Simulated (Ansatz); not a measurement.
Defect: interstitial I in silicon, charge state -1. The step: a concerted move, in which Si travels most; the atom moves 2.12 Å along (-0.27, -0.27, 0.00) of the unit cell; the moving atom starts with neighbours I at 2.64; Si at 2.33, Si at 2.36, Si at 2.44, Si at 2.90, Si at 3.02 Å and ends with I at 2.64; Si at 2.33, Si at 2.36, Si at 2.44, Si at 2.90, Si at 3.02 Å. DFT values are from Ansatz (plane-wave PAW, 420 eV unless said) in a cell of 64 host sites, spin-restricted, static, with no finite-size correction. The charge state is imposed; whether it is stable for some Fermi level was not computed. Sites that were not tried may lie lower. For the PBE band: the saddle point's order was not checked, and it lies on a symmetry element of the cell, where a band can be held.

```json
[
 {"Level": "CHGNet universal potential (has no charge state), its own band", "Forward barrier (eV)": "0.42", "Cost of the band or of the saddle's single point": "-"},
 {"Level": "PBE, a 2×2×2 k-point mesh shifted by half a step, band relaxed", "Forward barrier (eV)": "1.18", "Cost of the band or of the saddle's single point": "around 100 core-minutes (rough)"},
 {"Level": "r2SCAN at 500 eV, a 2×2×2 k-point mesh shifted by half a step, same geometries", "Forward barrier (eV)": "?", "Cost of the band or of the saddle's single point": "roughly 5 core-minutes"}
]
```

Fill in the missing entries.


- r2SCAN at 500 eV, a 2×2×2 k-point mesh shifted by half a step, same geometries, Forward barrier (eV): 1.12

Ansatz is an electronic-structure program.
